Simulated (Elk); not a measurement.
A self-consistent single point of YbCuPb (P6_3/mmc, 6 atoms in the cell) with Elk.

Method: PBEsol, all-electron FP-LAPW, Elk's shipped species files, APW+lo basis with extra local orbitals run with Elk 10.2.4.

The change in words: lattice scaled by 0.98. Reference geometry:
```xyz
6
Lattice="4.8251 0.0000 0.0000 -2.4126 4.1787 0.0000 0.0000 0.0000 7.3442" Properties=species:S:1:pos:R:3 pbc="T T T"
Yb     0.0000     0.0000     3.6721
Yb     0.0000     0.0000     0.0000
Cu     2.4126     1.3929     1.8360
Cu     0.0000     2.7858     5.5081
Pb     2.4126     1.3929     5.5081
Pb     0.0000     2.7858     1.8360
```

Reference input (self-consistent single point, DFT, PBEsol, all-electron FP-LAPW, Elk's shipped species files, APW+lo basis with extra local orbitals): xctype = 22; rgkmax = 8; swidth = 0.00367493 Ha; ngridk = 5 5 3; gmaxvr = 16 1/bohr; nxlo = 2; lorbcnd = true; rmtscf = 0.95; lmaxi = 3; maxscl = 100. This run's input differs from it in these lines:

```diff
@@ -31,5 +31,5 @@
 avec
-    9.1181810975    0.0000001571    0.0000000000
-   -4.5590906848    7.8965763881    0.0000000000
-    0.0000000000    0.0000000000   13.8784699127
+    8.9358169113    0.0000006170    0.0000000000
+   -4.4679089900    7.7386441402    0.0000000000
+    0.0000000000    0.0000000000   13.6009012703
```

Log, with long lists cut:

```
│ Self-consistent loop started │
│ Loop number : 1 │
 total energy                :     -72901.5513366
│ Loop number : 2 │
 total energy                :     -73014.6467617
RMS change in Kohn-Sham potential (target) :    1.161666534     (  0.1000000000E-05)
Absolute change in total energy (target)   :    113.0954251     (  0.1000000000E-03)
│ Loop number : 3 │
 total energy                :     -73136.0176154
RMS change in Kohn-Sham potential (target) :   0.8023648399     (  0.1000000000E-05)
Absolute change in total energy (target)   :    149.6447100     (  0.1000000000E-03)
│ Loop number : 4 │
   [... lines left out ...]
Absolute change in total energy (target)   :   0.2961699647E-03 (  0.1000000000E-03)
│ Loop number : 20 │
 total energy                :     -73297.0110166
RMS change in Kohn-Sham potential (target) :   0.5244866547E-07 (  0.1000000000E-05)
Absolute change in total energy (target)   :   0.1414405415E-03 (  0.1000000000E-03)
│ Loop number : 21 │
 total energy                :     -73297.0110214
RMS change in Kohn-Sham potential (target) :   0.4110185877E-07 (  0.1000000000E-05)
Absolute change in total energy (target)   :   0.4018993059E-04 (  0.1000000000E-03)
Convergence targets achieved

│ Loop number : 22 │

Energies :
 Fermi                       :     0.250155889464
 total energy                :     -73297.0110289

Density of states at Fermi energy :    181.7790586
 (states/Hartree/unit cell)

Estimated indirect band gap :   0.1586737443E-02
 from k-point      7 to k-point      4
Estimated direct band gap   :   0.7427038641E-02
 at k-point     10

Charges :
 core                        :    252.0000000
 valence                     :    110.0000000
 interstitial                :    9.623578557
 muffin-tins (core leakage)
  species :    1 (Yb)
   atom    1                 :    68.06460168     (  0.3028187187E-05)
   atom    2                 :    68.06460168     (  0.3028187187E-05)
  species :    2 (Cu)
   atom    1                 :    27.87526139     (  0.3156228848E-03)
   atom    2                 :    27.87526139     (  0.3156228848E-03)
  species :    3 (Pb)
   atom    1                 :    80.24834765     (  0.2337358438E-02)
   atom    2                 :    80.24834765     (  0.2337358438E-02)
 total in muffin-tins        :    352.3764214
 total calculated charge     :    361.9800678
 total charge                :    362.0000000
 error                       :   0.1993215653E-01

│ Self-consistent loop stopped │
```

The run converged in 22 iterations. The count includes the last loop, which Elk runs after its targets are met. Against the reference run the free energy goes down by 46.8 meV/atom.

The starting cell comes from a database of computed structures (which also holds hypothetical and non-ambient phases and stackings), without a prior relaxation at this level. Its lattice was rescaled by a random factor within 2.5 % of one. For this run, on top of that: lattice scaled by 0.98. Spin-orbit coupling is off. Spin polarisation is off. Values depend on the basis (sphere radii, cutoffs, local orbitals), which need not be converged. The log's line on a gap gives a spacing of levels on this mesh, which the program prints for metals too.
